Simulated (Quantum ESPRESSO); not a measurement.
Quantum ESPRESSO 7.5, DFT, PBE, plane waves, SSSP 1.1.2 efficiency PBE: fcc Pt, 1 atom. Basis and mesh were picked for this test and aren't claimed converged.

```fortran
&CONTROL
  calculation = 'scf'
  pseudo_dir = './pseudo'
  outdir = './out'
  tprnfor = .true.
  tstress = .false.
/
&SYSTEM
  ibrav = 0
  nat = 1
  ntyp = 1
  ecutwfc = 45
  ecutrho = 360
  occupations = 'smearing'
  smearing = 'mv'
  degauss = 0.02
/
&ELECTRONS
  conv_thr = 1e-09
/
ATOMIC_SPECIES
Pt 195.0840 pt_pbe_v1.4.uspp.F.UPF
CELL_PARAMETERS angstrom
  0.000000000000   1.962000000000   1.962000000000
  1.962000000000   0.000000000000   1.962000000000
  1.962000000000   1.962000000000   0.000000000000
ATOMIC_POSITIONS crystal
Pt   0.000000000000   0.000000000000   0.000000000000
K_POINTS automatic
18 18 18 0 0 0
```

```bash
OMP_NUM_THREADS=1 mpirun -np 8 pw.x -in pw.in
```

The program reports k-points computed: 195, bands: 12, electrons: 16, G-vectors of the density: 11791, FFT grid: 32×32×32, symmetry operations: 48.

It runs on a single node (AMD EPYC (Zen 5), 96 cores on 1 socket, no SMT, 12 L3 cache groups; 94 cores' worth of CPU time may be used).

On 8 ranks this takes 2.7 s. Times are wall-clock medians of two to five runs, from launch to exit, with nothing else on the machine. Processes are pinned to neighbouring cores unless said otherwise. The build: conda-forge: Open MPI 5.0, OpenMP, OpenBLAS 0.3.34 (pthreads), FFTW, ScaLAPACK, ELPA; another build can shift the numbers. Scratch files lie in a memory file system.

### Question
Make this run faster without changing its result beyond 1.0 meV/atom in energy. Keep to 8 cores.

### Answer
Several could match; the one computed here: going from -nk left out (the program takes 1) to -nk 8, one of the fastest among the values tried that keep the result.

```diff
-OMP_NUM_THREADS=1 mpirun -np 8 pw.x -in pw.in
+OMP_NUM_THREADS=1 mpirun -np 8 pw.x -nk 8 -in pw.in
```

Time: 2.7 s to 1.9 s (1.4× as fast). The largest move is in FFTs of H·ψ (vloc_psi): 0.93 s to 0.50 s. These two results differ by: energy equal as printed. Others tried: -nk 4 (1.9 s); -nk 2 (2.1 s); -nk 1 (2.7 s). Launch, exit and the like take 0.53 s of the 1.9 s.
